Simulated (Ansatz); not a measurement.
Worked example: self-consistent single point of Lu3GaC (P4mm, 5 atoms in the cell) in Ansatz (an electronic-structure program).

Computed with LDA (PW92), default PAW files made with PBE (plane waves; Ansatz).

```
CELL_PARAMETERS angstrom
      4.69981     0.00000     0.00000
      0.00000     4.69981     0.00000
      0.00000     0.00000     4.69981
ATOMIC_POSITIONS crystal
  Lu 0.51064 0.00000 0.00000
  Lu 0.00000 0.50000 0.00000
  Lu 0.00000 0.00000 0.50000
  Ga 0.50000 0.50000 0.50000
  C  0.00000 0.00000 0.00000
```

Reference input (self-consistent single point, DFT, LDA (PW92), plane waves, default PAW files made with PBE): basis.ecutwfc = 420 eV; kpoints.mp_grid.grid = 7 7 7; hamiltonian.xc = lda; hamiltonian.pseudopotentials = {kind: paw} (the program's default PAW files); scf.occupations.method = fermi_dirac; scf.occupations.width = 0.1 eV. This run's input differs from it in these lines:

Ansatz 0.2 input:
```diff
@@ -14,3 +14,3 @@
 kpoints:
-  mp_grid: { grid: [7, 7, 7] }
+  mp_grid: { grid: [14, 14, 14] }
 hamiltonian:
@@ -19,3 +19,3 @@
 scf:
-  occupations: { method: fermi_dirac, width: 0.1 eV }
+  occupations: { method: fermi_dirac, width: 0.05 eV }
 output:
```

The program printed (abridged):

```
SCF iter   1: F=—  HF=-47431.558300 eV  |F-HF|=—  |Δ(HF+E_count)|=         —  Δρ=6.37e-3  dr2=6.06e-2  ethr=1.77e-3  ⟨swp⟩=6.8  Hψ=69572  notcnv=0  defer=133
all-band conjugate gradients solve this SCF's bands
preconditioner: auto → Kerker (q_TF=auto, 2.674 Å⁻¹)
SCF iter   2: F=—  HF=-47431.538175 eV  |F-HF|=—  |Δ(HF+E_count)|=   2.01e-2  Δρ=2.90e-3  dr2=1.25e-2  ethr=6.59e-5  ⟨swp⟩=3.0  Hψ=37809  notcnv=0  defer=675
   [... lines left out ...]
SCF iter   8: F=—  HF=-47431.535194 eV  |F-HF|=—  |Δ(HF+E_count)|=   4.48e-8  Δρ=3.44e-5  dr2=1.04e-6  ethr=1.73e-9  ⟨swp⟩=3.0  Hψ=39974  notcnv=0  defer=754
SCF iter   9: F=—  HF=-47431.535193 eV  |F-HF|=—  |Δ(HF+E_count)|=   9.37e-7  Δρ=1.46e-5  dr2=2.46e-7  ethr=1.13e-9  ⟨swp⟩=3.0  Hψ=35711  notcnv=0  defer=754
SCF iter  10: F=—  HF=-47431.535193 eV  |F-HF|=—  |Δ(HF+E_count)|=   5.35e-8  Δρ=1.15e-5  dr2=1.13e-7  ethr=1.09e-10  ⟨swp⟩=14.3  Hψ=112366  notcnv=0
SCF iter  11: F=-47431.535193 eV  HF=-47431.535193 eV  |F-HF|=1.47e-8  |Δ(HF+E_count)|=   1.02e-7  Δρ=3.34e-6  dr2=1.41e-8  ethr=1.09e-10  ⟨swp⟩=6.5  Hψ=80657  notcnv=0
SCF 1 converged in 11 iterations: F = -47431.535193 eV  dr2 = 1.41e-8
Free energy (F): -47431.535193 eV
Internal energy: -47431.529858 eV  (E = F + TS)
E sigma→0 (E₀):  -47431.532526 eV
Entropy (-TS):   -0.005335 eV (-1.067 meV/atom)
Fermi energy:    13.183243 eV
--- Forces (eV/Å), atoms counted from 1 ---
  atom   1  Lu    -0.54449174     0.00000000     0.00000000
  atom   2  Lu     0.17267451     0.00000000     0.00000000
  atom   3  Lu     0.17267451    -0.00000000     0.00000000
  atom   4  Ga     0.04094331     0.00000000     0.00000000
  atom   5  C      0.15820109    -0.00000000     0.00000000
--- Stress (GPa, compression-positive) ---
       -5.668099      -0.000000       0.000000
       -0.000000      -5.832217       0.000000
        0.000000       0.000000      -5.832217
  P = ⅓ Tr σ = -5.7775 GPa (-57.775 kbar)
  The stress holds the Pulay correction. Without it, at fixed plane waves, as pw.x and ABINIT print it: P = -5.8787 GPa
```

The run converged in 11 iterations. Against the reference run the free energy rises by 1.9 meV/atom, the pressure stays at -5.78 GPa and the largest force moves little (0.549 to 0.544 eV/Å).

The starting cell comes from a database of computed structures (which also holds hypothetical and non-ambient phases and stackings), without a prior relaxation at this level. Its lattice was rescaled by up to half a per cent. One atom was moved a little off its site on purpose. With a pressure of about -6 GPa the cell is away from its equilibrium volume at this level. Ansatz's pressure includes its estimate of the finite-basis (Pulay) stress.

Cost on one core of a shared machine: roughly 4 min.
